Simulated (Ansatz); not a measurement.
Ansatz (a program for electronic structure), DFT, PBE, plane waves, its default PAW files: Pt(111) slab of 4 layers, 3x3, atoms displaced (Pt36), unrelaxed, 36 atoms. Basis and mesh were picked for this test and aren't claimed converged.

| Quantity | Result |
|---|---|
| cell | 8.32, 8.32, 20.80 Å; 90, 90, 60° |
| distance to the nearest atom | 2.66 to 2.76 Å |
| task | single point |
| k mesh | 4×4×1 |
| hamiltonian.xc | pbe |
| kind of files | paw |
| scf.occupations.method | fermi_dirac |
| scf.occupations.width | 0.1 eV |
| output.forces | true |
| memory maximum (--max-ram) | 600GiB |
| accuracy | medium (default) |
| basis.precision | auto (default) |
| basis.xc_grid | 2 (default) |
| scf.eigensolver.kind | auto (default) |
| scf.mixing.algorithm | auto (default) |
| scf.mixing.preconditioner | auto (default) |
| scf.convergence.dr2_threshold | 1e-07 (default) |
| scf.lower_state_search | light (default) |
| k-points after symmetry | 10 |
| bands at the start | 389 |
| electrons | 648 |
| plane waves at Γ | 24405 |
| cutoff (eV) | 420 |
| FFT grid | 60×60×144 |
| symmetry operations | 1 |

Machine: one whole node with four NVIDIA GB200 cards and two Grace (Neoverse V2) sockets of 72 cores, of which 136 in all may be used; each card has its host threads on the socket beside it.

Times are medians of repeated runs, from launch to exit, start-up of the cards included. No other job ran on the node; its own services took about 4 cores, and under one core (or 1.5 %) of those that a run was pinned to. Processes are pinned to neighbouring cores unless said otherwise. Build: release build for Arm (Neoverse V2), with CUDA, one process with threads. Other compilers and libraries give other times. Scratch files lie in a memory file system.

Started as
```bash
OMP_NUM_THREADS=32 ANSATZ_TIMINGS=1 ansatz run --backend cuda --devices 1 --threads 32 --max-ram 600GiB --events-out run.ndjson --runs-dir run.runs --progress --plain run.yaml
```
(1 card, 32 host threads) it takes 2.2 s and 11 SCF iterations (all cycles of the run, searches included).

What happens to the run time with 1 card, 4 host threads?

About 2.4 s (5 runs within 6 %): 1.1× as long. The largest move is in band solves (diag): 0.86 s to 0.97 s. As resolved by the program: eigensolver slots 10 against 4. Launch, exit and the like take 0.58 s of the 2.2 s. Change in the result: energy equal as printed, forces (largest component) equal as printed.

Keys are those of Ansatz 0.2.
